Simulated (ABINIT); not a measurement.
Input and output of a self-consistent single point for LaCu₂ (P6/mmm, 3 atoms in the cell) (ABINIT).

Level of theory: PBEsol, PAW (JTH v2.0 PBE PAW, files made for PBE) (plane waves; ABINIT).

```
CELL_PARAMETERS angstrom
      4.30029     0.00000     0.00000
     -2.15015     3.72416     0.00000
      0.00000     0.00000     3.85096
ATOMIC_POSITIONS crystal
  La 0.00000 0.00000 0.00000
  Cu 0.33333 0.66667 0.50000
  Cu 0.66667 0.33333 0.50000
```

Reference input (self-consistent single point, DFT, LDA (PW92), plane waves, PAW (JTH v2.0 LDA PAW)): pseudos = [La.LDA_PW-JTH.xml, Cu.LDA_PW-JTH.xml]; ecut = 30 Ha; pawecutdg = 60 Ha; pawxcdev = 0; occopt = 3; tsmear = 0.00183747 Ha; ngkpt = 9 9 9; nshiftk = 1; shiftk = 0 0 0; potentials = JTH v2.0 LDA PAW; nband = 33; kptopt = 1. This run's input differs from it in these lines:

```diff
@@ -1,4 +1,4 @@
-# LaCu2, JTH v2.0 LDA PAW
+# LaCu2, JTH v2.0 PBE PAW
 pp_dirpath "./"
-pseudos "La.LDA_PW-JTH.xml, Cu.LDA_PW-JTH.xml"
+pseudos "La.GGA_PBE-JTH.xml, Cu.GGA_PBE-JTH.xml"
 acell 4.3002897785 4.3002897785 3.8509600000 Angstrom
@@ -20,2 +20,3 @@
 pawxcdev 0
+ixc -116133
 occopt 3
```

Its files differ too (potentials: JTH v2.0 LDA PAW → JTH v2.0 PBE PAW).

The program printed (abridged):

```
--- !BeginCycle
solver: {iscf: 17, nstep: 100, nline: 4, wfoptalg: 10, }
tolerances: {tolvrs: 1.00E-10, }
...

     iter   Etot(hartree)      deltaE(h)  residm     nres2
 ETOT  1  -424.33627984007    -4.243E+02 3.107E+00 6.145E+02
 ETOT  2  -430.82626522301    -6.490E+00 1.174E+00 8.279E+02
 ETOT  3  -428.20890973174     2.617E+00 2.432E-01 1.575E+02
 ETOT  4  -427.98424217978     2.247E-01 2.054E-01 6.332E+01
 ETOT  5  -427.85327639909     1.310E-01 1.839E-02 3.084E+01
   [... 13 lines left out ...]
 ETOT 19  -427.74720993057     6.553E-10 6.471E-04 9.793E-08
 ETOT 20  -427.74720993022     3.499E-10 4.299E-04 3.477E-09
 ETOT 21  -427.74720993022     1.364E-12 4.658E-04 1.770E-09
 ETOT 22  -427.74720993022     5.116E-13 2.825E-04 6.143E-11
 At SCF step   22       nres2   =  6.14E-11 < tolvrs=  1.00E-10 =>converged.

 Cartesian components of stress tensor (hartree/bohr^3)
  sigma(1 1)=  8.71735080E-05  sigma(3 2)=  0.00000000E+00
  sigma(2 2)=  8.71735066E-05  sigma(3 1)=  0.00000000E+00
  sigma(3 3)=  8.41088568E-05  sigma(2 1)=  3.47586090E-13

 ----iterations are completed or convergence reached----

 reduced coordinates (array xred) for    3 atoms
       0.000000000000      0.000000000000      0.000000000000
       0.333333333333      0.666666666667      0.500000000000
       0.666666666667      0.333333333333      0.500000000000
 cartesian forces (eV/Angstrom) at end:
    1     -0.00000000000000     0.00000000000000    -0.00000000000000
    2     -0.00000000000000    -0.00000000000000    -0.00000000000000
   [... lines left out ...]
 Fermi (or HOMO) energy (hartree) =   0.18846   Average Vxc (hartree)=  -0.39829
   [... lines left out ...]
'-kT*entropy'       : -6.09798043570169E-04
total_energy        : -4.27747214863436E+02
total_energy_eV     : -1.16395936586949E+04
...

-Cartesian components of stress tensor (GPa)         [Pressure= -2.5347E+00 GPa]
- sigma(1 1)=  2.56473272E+00  sigma(3 2)=  0.00000000E+00
- sigma(2 2)=  2.56473268E+00  sigma(3 1)=  0.00000000E+00
- sigma(3 3)=  2.47456759E+00  sigma(2 1)=  1.02263341E-08

 Calculation completed.
```

The run converged in 22 iterations. Against the reference run the pressure goes from -5.43 to -2.53 GPa.

The starting cell comes from a database of computed structures (which also holds hypothetical and non-ambient phases and stackings), without a prior relaxation at this level. Spin polarisation is off. The potentials were made for another functional than the one used.

Cost on one core of a shared machine: roughly 6 min.
